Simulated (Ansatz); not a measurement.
Worked example: self-consistent single point of LuB2Os3 (P6/mmm, 6 atoms in the cell) in Ansatz (a quantum-chemistry and plane-wave program).

Computed with r2SCAN, default PAW files made with PBE (plane waves; Ansatz).

```yaml
crystal:
  lattice:
    - [5.64832, 0.00000, 0.00000]
    - [-2.82416, 4.89159, 0.00000]
    - [0.00000, 0.00000, 3.10202]
  atoms:
    - { symbol: Lu, position: [0.00000, 0.00000, 0.00000] }
    - { symbol: B, position: [0.66667, 0.33333, 0.00000] }
    - { symbol: B, position: [0.33333, 0.66667, 0.00000] }
    - { symbol: Os, position: [0.00000, 0.50000, 0.50000] }
    - { symbol: Os, position: [0.50000, 0.00000, 0.50000] }
    - { symbol: Os, position: [0.50000, 0.50000, 0.50000] }
```

Reference input (self-consistent single point, DFT, r2SCAN, plane waves, default PAW files made with PBE): kpoints.mp_grid.grid = 7 7 11; hamiltonian.xc = r2scan; hamiltonian.pseudopotentials = {kind: paw} (the program's default PAW files); scf.occupations.method = fermi_dirac; scf.occupations.width = 0.1 eV. This run's input differs from it in these lines:

Ansatz 0.2 input:
```diff
@@ -18,3 +18,3 @@
 scf:
-  occupations: { method: fermi_dirac, width: 0.1 eV }
+  occupations: { method: fermi_dirac, width: 0.2 eV }
 output:
```

The program printed (abridged):

```
SCF iter   1: F=—  HF=-49251.659796 eV  |F-HF|=—  |Δ(HF+E_count)|=         —  Δρ=1.32e-2  dr2=1.68e-1  dr2_τ=2.36e-1  ethr=1.77e-3  ⟨swp⟩=5.9  Hψ=9198  notcnv=0
all-band conjugate gradients solve this SCF's bands
preconditioner: auto → Kerker (q_TF=auto, 2.691 Å⁻¹)
SCF iter   2: F=—  HF=-49251.699681 eV  |F-HF|=—  |Δ(HF+E_count)|=   3.99e-2  Δρ=6.03e-3  dr2=2.63e-2  dr2_τ=7.32e-3  ethr=2.13e-4  ⟨swp⟩=2.2  Hψ=4890  notcnv=0
   [... lines left out ...]
SCF iter   8: F=—  HF=-49251.697567 eV  |F-HF|=—  |Δ(HF+E_count)|=   1.73e-7  Δρ=8.51e-6  dr2=9.29e-8  dr2_τ=5.46e-9  ethr=1.27e-10  ⟨swp⟩=9.0  Hψ=12883  notcnv=0
SCF iter   9: F=-49251.697567 eV  HF=-49251.697567 eV  |F-HF|=6.39e-9  |Δ(HF+E_count)|=   9.68e-9  Δρ=3.10e-6  dr2=1.63e-8  dr2_τ=1.33e-9  ethr=1.18e-10  ⟨swp⟩=5.1  Hψ=9498  notcnv=0
SCF 1, on 48 bands, converged in 9 iterations: F = -49251.697567 eV; the run's SCF on all bands comes behind
The result of the SCF on 48 bands, without a stress, told ahead of the SCF on all bands, whose result is the run's:
Free energy (F): -49251.697567 eV
Internal energy: -49251.210078 eV  (E = F + TS)
E sigma→0 (E₀):  -49251.453823 eV
Entropy (-TS):   -0.487489 eV (-81.248 meV/atom)
Fermi energy:    18.432801 eV
--- Forces (eV/Å), atoms counted from 1 ---
  atom   1  Lu     0.00000000     0.00000000     0.00000000
   [... zero for the other atoms too ...]
Crystal: 6 atoms, lattice volume = 85.707 Å³
Bands: 51, of which v1, the nominal top of the filled ones, is band 40 counted from 1 (39 counted from 0)
Initial density: handed on by an earlier stage of this run
iter 1 solved again at ethr=1.99e-7 eV; its pass at ethr=3.10e-3 eV (dr2=1.57e-4 eV) is discarded
SCF iter   1: F=—  HF=-49251.697571 eV  |F-HF|=—  |Δ(HF+E_count)|=         —  Δρ=3.69e-6  dr2=2.06e-8  dr2_τ=1.91e-9  ethr=1.99e-7  ⟨swp⟩=4.0  Hψ=17384  notcnv=0
   [... lines left out ...]
preconditioner: auto → Kerker (q_TF=auto, 2.691 Å⁻¹)
Free energy (F): -49251.697567 eV
Fermi energy:    18.432787 eV
   [... lines left out ...]
  atom   1  Lu    -0.00000000     0.00000000     0.00000000
   [... zero for the other atoms too ...]
--- Stress (GPa, compression-positive) ---
      -19.137286      -0.000000       0.000000
       -0.000000     -19.137286       0.000000
        0.000000       0.000000     -19.533470
  P = ⅓ Tr σ = -19.2693 GPa (-192.693 kbar)
  The stress holds the Pulay correction. Without it, at fixed plane waves, as pw.x and ABINIT print it: P = -19.3412 GPa
```

The run converged in 12 iterations. Against the reference run the free energy falls by 30.6 meV/atom and the pressure goes from -19.76 to -19.27 GPa.

The starting cell comes from a database of computed structures (which also holds hypothetical and non-ambient phases and stackings), without a prior relaxation at this level. Its lattice was rescaled by a random factor within 2.5 % of one. Spin-orbit coupling is off. Spin polarisation is off. With a pressure of about -19 GPa the cell is away from its equilibrium volume at this level. Ansatz's pressure includes its estimate of the finite-basis (Pulay) stress.
